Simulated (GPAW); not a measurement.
# A self-consistent single point of VSe2 (P-3m1, 3 atoms in the cell) with GPAW

Level of theory: LDA (Perdew-Wang 92), GPAW PAW datasets LDA (gpaw-data 1.0.1) (plane waves; GPAW 25.7.0).

This input was run:

```python
from ase import Atoms
from ase.units import GPa
from gpaw import GPAW, PW

atoms = Atoms(['V', 'Se', 'Se'],
              cell=[[3.426310, 0.000000, 0.000000],
                    [-1.713155, 2.967272, 0.000000],
                    [0.000000, 0.000000, 6.349710]],
              scaled_positions=[[0.000000, 0.000000, 0.000000],
                                [0.666667, 0.333333, 0.758730],
                                [0.333333, 0.666667, 0.241270]],
              pbc=True)

atoms.set_initial_magnetic_moments([2.0, 0.0, 0.0])

calc = GPAW(spinpol=True,
            mode=PW(800),
            xc='LDA',
            kpts=(7, 7, 3),
            occupations={'name': 'methfessel-paxton', 'width': 0.1, 'order': 1},
            nbands=-11,
            convergence={'density': 1e-05, 'energy': 1e-05},
            symmetry={'symmorphic': False, 'tolerance': 0.0005},
            maxiter=100)

atoms.calc = calc

energy = atoms.get_potential_energy()
print('Energy (eV):', round(energy, 6))
forces = atoms.get_forces()
print('Forces (eV/Ang):')
print(forces.round(5))
stress = atoms.get_stress()
print('Stress (GPa, Voigt):', (stress / GPa).round(4))
```

Output (repeated stretches shortened):

```
Input parameters:
  convergence: {density: 1e-05,
                energy: 1e-05}
  kpts: [7 7 3]
  maxiter: 100
  mode: {ecut: 800.0,
         name: pw}
  nbands: -11
  occupations: {name: methfessel-paxton,
                order: 1,
                width: 0.1}
  spinpol: True
  symmetry: {symmorphic: False,
             tolerance: 0.0005}

species:
  V:
    name: Vanadium
    Z: 23.0
    valence: 13
    core: 10
    charge: 0.0
    file: V.LDA.gz

    # Using partial waves for V as LCAO basis

  Se:
    name: Selenium
    Z: 34.0
    valence: 6
    core: 28
    charge: 0.0
    file: Se.LDA.gz

    # Using partial waves for Se as LCAO basis

Reference energy: -157801.949116  # eV

Spin-polarized calculation.
Initial magnetic moment: 2.000000

Convergence criteria:
 Maximum [total energy] change in last 3 cyles: 1e-05 eV / valence electron
 Maximum integral of absolute [dens]ity change: 1e-05 electrons / valence electron
 Maximum integral of absolute [eigenst]ate change: 4e-08 eV^2 / valence electron
 Maximum number of scf [iter]ations: 100

Symmetries present (total): 12
Symmetries with fractional translations: 0
147 k-points: 7 x 7 x 3 Monkhorst-Pack grid
20 k-points in the irreducible part of the Brillouin zone
       k-points in crystal coordinates                weights
   0:     0.00000000    0.00000000    0.00000000          1/147
   1:     0.00000000    0.00000000    0.33333333          2/147
   2:     0.14285714    0.00000000   -0.33333333          6/147
   [... 7 lines left out ...]
          ...
  19:     0.42857143    0.42857143    0.33333333         12/147

Wave functions: Plane wave expansion
  Cutoff energy: 800.000 eV
  Number of coefficients (min, max): 3287, 3329
  Pulay-stress correction: 0.000000 eV/Ang^3 (de/decut=0.000000)

Occupation numbers: Methfessel-Paxton:
  width: 0.1000  # eV
  order: 1

Eigensolver

Densities:
  Coarse grid: 24*24*42 grid
  Fine grid: 48*48*84 grid
  Total Charge: 0.000000

Density mixing:
  Method: difference
  Backend: pulay
  Linear mixing parameter: 0.05
  old densities: 5
  Damping of long wavelength oscillations: 50

Hamiltonian:
  XC and Coulomb potentials evaluated on a 48*48*84 grid
  External potential:
    NoExternalPotential

Number of atoms: 3
Number of atomic orbitals: 21
Number of bands in calculation: 24
Number of valence electrons: 25
Bands to converge: occupied

Density initialized from atomic densities
  21 bands from LCAO basis set
  3 bands from random numbers

Atomic positions and initial magnetic moments

Positions:
   0 V      0.000000    0.000000    0.000000    ( 0.0000,  0.0000,  2.0000)
   1 Se     1.713157    0.989090    4.817715    ( 0.0000,  0.0000,  0.0000)
   2 Se    -0.000002    1.978182    1.531995    ( 0.0000,  0.0000,  0.0000)

Unit cell:
           periodic     x           y           z      points  spacing
  1. axis:    yes    3.426310    0.000000    0.000000    24     0.1236
  2. axis:    yes   -1.713155    2.967272    0.000000    24     0.1236
  3. axis:    yes    0.000000    0.000000    6.349710    42     0.1512

  Lengths:   3.426310   3.426310   6.349710
  Angles:   90.000000  90.000000 119.999996

Effective grid spacing dv^(1/3) = 0.1387

     iter     time        total  log10-change:  magmom
                         energy   eigst   dens
iter:   1 --:--:--   -19.933100                   +2.0018
iter:   2 --:--:--   -20.037240   -0.77  -1.30    +1.2867
iter:   3 --:--:--   -19.857119   -1.50  -1.33    +0.8740
iter:   4 --:--:--   -19.869906   -2.36  -1.66    +0.7326
iter:   5 --:--:--   -19.883476   -2.92  -1.74    +0.6556
iter:   6 --:--:--   -19.851740   -2.90  -1.98    +0.6461
iter:   7 --:--:--   -19.851941   -4.48  -2.60    +0.6514
iter:   8 --:--:--   -19.851277   -4.57  -2.60    +0.6522
iter:   9 --:--:--   -19.851200   -5.33  -2.72    +0.6492
iter:  10 --:--:--   -19.850740   -4.46  -2.72    +0.6440
iter:  11 --:--:--   -19.850712   -5.41  -3.29    +0.6470
iter:  12 --:--:--   -19.850756c  -5.91  -3.37    +0.6384
iter:  13 --:--:--   -19.850746c  -6.73  -3.38    +0.6375
iter:  14 --:--:--   -19.850720c  -6.45  -3.40    +0.6378
iter:  15 --:--:--   -19.850710c  -5.63  -3.69    +0.6384
iter:  16 --:--:--   -19.850699c  -6.59  -3.77    +0.6383
iter:  17 --:--:--   -19.850696c  -7.63c -4.21    +0.6383
iter:  18 --:--:--   -19.850701c  -6.79  -4.29    +0.6387
iter:  19 --:--:--   -19.850696c  -6.90  -4.20    +0.6397
iter:  20 --:--:--   -19.850696c  -8.11c -4.90    +0.6397
iter:  21 --:--:--   -19.850695c  -8.39c -4.95    +0.6399
iter:  22 --:--:--   -19.850694c  -9.42c -5.04c   +0.6400

Converged after 22 iterations.

Dipole moment: (0.000000, -0.000000, 0.000000) |e|*Ang

Total magnetic moment: (0.000000, 0.000000, 0.640022)
Local magnetic moments:
   0 V  ( 0.000000,  0.000000,  0.632966)
   1 Se ( 0.000000,  0.000000, -0.027542)
   2 Se ( 0.000000,  0.000000, -0.027542)

Energy contributions relative to reference atoms: (reference = -157801.949116)

Kinetic:         +7.775480
Potential:      -10.076295
External:        +0.000000
XC:             -17.659635
Entropy (-ST):   +0.000250
Local:           +0.109589
SIC:             +0.000000
--------------------------
Free energy:    -19.850611
Extrapolated:   -19.850694

Spin contamination: 0.089577 electrons
Showing only first 2 kpts
                      Up                     Down
 Kpt  Band  Eigenvalues  Occupancy  Eigenvalues  Occupancy
  0    10      5.36397    1.00000      5.93182   -0.01827
  0    11      5.36401    1.00000      5.93195   -0.01821
  0    12      5.49815    1.00063      6.01111   -0.00116
  0    13      6.44279   -0.00000      6.42131   -0.00000

  1    10      5.36072    1.00000      5.92796   -0.01997
  1    11      5.36075    1.00000      5.92809   -0.01991
  1    12      6.02680   -0.00056      6.34177   -0.00000
  1    13      6.36341   -0.00000      6.34178   -0.00000

Fermi level: 5.76117

No gap
No difference between direct/indirect transitions
Energy (eV): -19.850694

Forces in eV/Ang:
  0 V     0.00000    0.00000    0.00000
  1 Se   -0.00000    0.00000    0.30558
  2 Se   -0.00000    0.00000   -0.30558

Stress tensor:
     0.054219    -0.000000     0.000000
    -0.000000     0.054219     0.000000
     0.000000     0.000000     0.027700
Stress (GPa, Voigt): [ 8.6869  8.6869  4.438   0.      0.     -0.    ]
```

The run converged in 22 iterations. GPAW prints stress with tension positive.

The starting cell comes from a database of computed structures (which also holds hypothetical and non-ambient phases and stackings), without a prior relaxation at this level. With one magnetic atom in the cell only a parallel order is possible. With a pressure of about -7 GPa the cell is away from its equilibrium volume at this level.

Cost on one core of a shared machine: roughly 70 s.
